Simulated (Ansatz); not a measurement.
rock-salt TiN (1 1 1) on 4H silicon carbide (1 0 0) (film strained to the substrate, faces as cut)

A periodic stack without vacuum, rock-salt TiN (1 1 1) on 4H silicon carbide (1 0 0) (film strained to the substrate, faces as cut): substrate slab Si18C18, film N16Ti16, surface cells [[0, 1], [-1, 0]] and [[-2, 4], [-1, 0]], film strained by -2.6 and +3.0 %, faces CSi/CSi and N/Ti as cut (like faces can put a slab off its formula).

The start was prepared with a machine-learned potential, and the result is one local minimum, with the in-plane cell held and forces under 0.04 eV/Å; the film can end far from its bulk form.

All values below come from PBE (plane waves to 420 eV, PAW; Ansatz, a program for electronic structure). No spin–orbit coupling; the runs are not spin-polarised; PBE gaps are too small against experiment. Its k-point mesh 3×8×1, Fermi–Dirac width 0.05 eV.

* **interface area**: 31.4 Å²
* **period**: 22.40 Å
* **gaps between the outermost planes at the two interfaces**: 0.97 and 1.56 Å
* **Si–Ti contacts across the interfaces within 1.22 times the sum of covalent radii**: 11, mean 2.81 Å
* **C–Ti contacts across the interfaces within 1.22 times the sum of covalent radii**: 6, mean 2.38 Å
* **N–Si contacts across the interfaces within 1.22 times the sum of covalent radii**: 3, mean 1.82 Å
* **C–N contacts across the interfaces within 1.22 times the sum of covalent radii**: 2, mean 1.40 Å

```yaml
crystal:
  lattice:
    - [10.12887, -0.00021, -0.24975]
    - [-0.00052, 3.09382, -0.04831]
    - [1.09643, 0.66989, 22.36965]
  atoms:
    - { symbol: Si, position: [0.44515, 0.82068, 0.04529] }
    - { symbol: Si, position: [0.95072, 0.81887, 0.04350] }
    - { symbol: C, position: [0.62989, 0.82224, 0.02986] }
    - { symbol: C, position: [0.14035, 0.82066, 0.03465] }
    - { symbol: Si, position: [0.44015, 0.30876, 0.16227] }
    - { symbol: Si, position: [0.93793, 0.30495, 0.15867] }
    - { symbol: Si, position: [0.68726, 0.81292, 0.11106] }
    - { symbol: Si, position: [0.19519, 0.31645, 0.07736] }
    - { symbol: C, position: [0.62674, 0.30887, 0.15496] }
    - { symbol: C, position: [0.12530, 0.30802, 0.15756] }
    - { symbol: C, position: [0.87661, 0.80951, 0.11956] }
    - { symbol: C, position: [0.37929, 0.31660, 0.08494] }
    - { symbol: Si, position: [0.43231, 0.79829, 0.28044] }
    - { symbol: Si, position: [0.93235, 0.78721, 0.27708] }
    - { symbol: Si, position: [0.68464, 0.30034, 0.23554] }
    - { symbol: Si, position: [0.18672, 0.80420, 0.19825] }
    - { symbol: C, position: [0.61979, 0.79753, 0.27650] }
    - { symbol: C, position: [0.11972, 0.79626, 0.27826] }
    - { symbol: C, position: [0.87241, 0.29284, 0.23766] }
    - { symbol: C, position: [0.37449, 0.80494, 0.20148] }
    - { symbol: Si, position: [0.42562, 0.29172, 0.40047] }
    - { symbol: Si, position: [0.92678, 0.25829, 0.39552] }
    - { symbol: Si, position: [0.67828, 0.78975, 0.35636] }
    - { symbol: Si, position: [0.18016, 0.29334, 0.31874] }
    - { symbol: C, position: [0.61229, 0.29026, 0.39672] }
    - { symbol: C, position: [0.11402, 0.28788, 0.39895] }
    - { symbol: C, position: [0.86638, 0.76693, 0.35606] }
    - { symbol: C, position: [0.36798, 0.29492, 0.32081] }
    - { symbol: Si, position: [0.42694, 0.79322, 0.52022] }
    - { symbol: Si, position: [0.91549, 0.67597, 0.51469] }
    - { symbol: Si, position: [0.67440, 0.28035, 0.47550] }
    - { symbol: Si, position: [0.17534, 0.78774, 0.44027] }
    - { symbol: C, position: [0.61135, 0.78950, 0.51687] }
    - { symbol: C, position: [0.09748, 0.78096, 0.51809] }
    - { symbol: C, position: [0.85805, 0.20172, 0.47311] }
    - { symbol: C, position: [0.36201, 0.78953, 0.44218] }
    - { symbol: N, position: [0.63590, 0.84345, 0.58089] }
    - { symbol: N, position: [0.14385, 0.81223, 0.57301] }
    - { symbol: N, position: [0.39678, 0.29936, 0.56367] }
    - { symbol: N, position: [0.88487, 0.42555, 0.58514] }
    - { symbol: N, position: [0.45892, 0.84816, 0.68413] }
    - { symbol: N, position: [0.96342, 0.86033, 0.68718] }
    - { symbol: N, position: [0.21354, 0.35511, 0.68525] }
    - { symbol: N, position: [0.71098, 0.36401, 0.68677] }
    - { symbol: N, position: [0.29235, 0.84329, 0.79525] }
    - { symbol: N, position: [0.79104, 0.84841, 0.79620] }
    - { symbol: N, position: [0.04157, 0.34508, 0.79558] }
    - { symbol: N, position: [0.54103, 0.34606, 0.79588] }
    - { symbol: N, position: [0.11766, 0.83399, 0.90416] }
    - { symbol: N, position: [0.62094, 0.83425, 0.90412] }
    - { symbol: N, position: [0.87173, 0.33376, 0.90749] }
    - { symbol: N, position: [0.37263, 0.33441, 0.90663] }
    - { symbol: Ti, position: [0.54990, 0.34604, 0.63264] }
    - { symbol: Ti, position: [0.04486, 0.36968, 0.63464] }
    - { symbol: Ti, position: [0.28833, 0.85896, 0.63055] }
    - { symbol: Ti, position: [0.79475, 0.88637, 0.63301] }
    - { symbol: Ti, position: [0.37966, 0.34821, 0.73853] }
    - { symbol: Ti, position: [0.87624, 0.35858, 0.74102] }
    - { symbol: Ti, position: [0.13079, 0.85403, 0.73928] }
    - { symbol: Ti, position: [0.62621, 0.84899, 0.73980] }
    - { symbol: Ti, position: [0.20539, 0.33933, 0.85012] }
    - { symbol: Ti, position: [0.70585, 0.33995, 0.85073] }
    - { symbol: Ti, position: [0.95479, 0.83926, 0.85183] }
    - { symbol: Ti, position: [0.45465, 0.84053, 0.85116] }
    - { symbol: Ti, position: [0.04002, 0.32811, 0.96000] }
    - { symbol: Ti, position: [0.54726, 0.32783, 0.96029] }
    - { symbol: Ti, position: [0.78254, 0.82962, 0.95750] }
    - { symbol: Ti, position: [0.28529, 0.82896, 0.95186] }
```
